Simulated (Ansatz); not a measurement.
**A computed series for Ta: pressure series**

The parent structure is Ta in the bcc (W type) structure (space group Im-3m, No. 229; a = 3.3051 Å).

Cell and atoms are relaxed at each pressure.

Calculations: r2SCAN (Ansatz, a program for electronic structure; PAW; 500 eV plane waves; scalar-relativistic without spin-orbit coupling), earlier PAW set.

Notes on the quantities. enthalpy: H = E + PV relative to the base's energy.

```tsv
case	enthalpy	volume per atom
base	–	18.05 Å³
pressure −2 GPa	-0.23 eV/atom	18.23 Å³
pressure −1 GPa	-0.11 eV/atom	18.14 Å³
pressure 1.8 GPa	+0.20 eV/atom	17.90 Å³
pressure 4.2 GPa	+0.47 eV/atom	17.70 Å³
pressure 9 GPa	+0.99 eV/atom	17.33 Å³
pressure 18 GPa	+1.95 eV/atom	16.72 Å³
pressure 30 GPa	+3.17 eV/atom	16.04 Å³
pressure 45 GPa	+4.64 eV/atom	15.32 Å³
pressure 60 GPa	+6.05 eV/atom	14.71 Å³
```

Load acts through the strain it causes; cell and atoms are relaxed under it. Whether these cells are dynamically stable was not tested. No other phases were tried under pressure. All final runs are without spin polarisation.
